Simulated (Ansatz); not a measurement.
## InP: pressure series

The parent structure is InP in the zinc blende structure (space group F-43m, No. 216; a = 5.960 Å).

Cell and atoms are relaxed at each pressure.

Levels (all Ansatz, a first-principles code, PAW): PBE (420 eV, no spin-orbit coupling); r2SCAN (500 eV, spin-orbit coupling left out).

The base cell above is that of PBE; each level relaxes its own structures.

```
case              volume per atom, PBE  volume per atom, r2SCAN
----------------  --------------------  -----------------------
pressure −2 GPa               27.45 Å³                      [?]
pressure −1 GPa               26.93 Å³                      [?]
pressure 3 GPa                25.28 Å³                 24.75 Å³
pressure 7 GPa                24.07 Å³                 23.67 Å³
pressure 15 GPa               22.32 Å³                 22.06 Å³
pressure 30 GPa               20.17 Å³                      [?]
pressure 50 GPa               18.34 Å³                      [?]
pressure 75 GPa               16.80 Å³                 16.77 Å³
pressure 100 GPa              15.69 Å³                 15.68 Å³
```

**Question.** Some entries are withheld; estimate them.

**Answer.** 
- pressure −2 GPa, volume per atom, r2SCAN: 26.59 Å³
- pressure −1 GPa, volume per atom, r2SCAN: 26.16 Å³
- pressure 30 GPa, volume per atom, r2SCAN: 20.04 Å³
- pressure 50 GPa, volume per atom, r2SCAN: 18.27 Å³

The two levels differ by at most about 0.86 Å³. They put the cases in the same order.

Load acts through the strain it causes; cell and atoms are relaxed under it. No phonon test of stability was made. Measured, InP leaves this structure (for rock salt) near 9.8 GPa (temperature not stated; as listed in Datta, Sujoy, Jana, Debnarayan, arXiv (2020)).
